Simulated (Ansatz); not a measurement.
Results of LDA (Ansatz, an electronic-structure program, PAW) for Ti2SnC (P6₃/mmc, No. 194; cell taken from a computed entry).

Run with plane-wave cutoff 520 eV, 24×24×4 k mesh (along the axes of the cell as run), Fermi–Dirac smearing 0.048 eV (set by the program), no spin polarisation, scalar-relativistic PAW data made under PBE.

Computed at the level's own relaxed cell.

```yaml
crystal:
  lattice:
    - [3.11314, 0.00000, 0.00000]
    - [-1.55657, 2.69606, 0.00000]
    - [0.00000, 0.00000, 13.49927]
  atoms:
    - { symbol: Ti, position: [0.33333, 0.66667, 0.08142] }
    - { symbol: Ti, position: [0.66667, 0.33333, 0.91858] }
    - { symbol: Ti, position: [0.66667, 0.33333, 0.58142] }
    - { symbol: Ti, position: [0.33333, 0.66667, 0.41858] }
    - { symbol: Sn, position: [0.33333, 0.66667, 0.75000] }
    - { symbol: Sn, position: [0.66667, 0.33333, 0.25000] }
    - { symbol: C, position: [0.00000, 0.00000, 0.00000] }
    - { symbol: C, position: [0.00000, 0.00000, 0.50000] }
```

Problem. Give the elastic tensor (Voigt notation, GPa, ions relaxed, in the Cartesian axes of the cell as printed).

Solution. 
```
  298.8    91.5    86.0     0.0     0.0     0.0
   91.5   298.8    86.0     0.0     0.0     0.0
   86.0    86.0   298.5     0.0     0.0     0.0
    0.0     0.0     0.0   113.4     0.0     0.0
    0.0     0.0     0.0     0.0   113.4     0.0
    0.0     0.0     0.0     0.0     0.0   103.7
```

Note: the relaxation could not lower the start's symmetry, so the cell can be a saddle point above a distorted one.

Static lattice: no zero-point or thermal effects.
